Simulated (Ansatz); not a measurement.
Take NaCl in the rock salt structure (space group Fm-3m, No. 225; a = 5.601 Å) as the base. Axes: x, y, z lie along the cube axes.

All numbers come from plane-wave PAW DFT at the PBEsol level (Ansatz, a program for electronic structure, 420 eV), no spin-orbit coupling.

Modification: tensile biaxial strain of 2.08 % in the plane normal to [111], as in epitaxy on a mismatched substrate; the out-of-plane cell vector and the atoms relax.

Problem. Predict the new energy relative to the base.

Solution. The energy increases by 2.5 meV/atom.

Problem. What does the calculation give for the ratio −ε⊥/ε∥ after the change?

Solution. The ratio −ε⊥/ε∥ amounts to 0.85.

Stability against distortions was not tested.
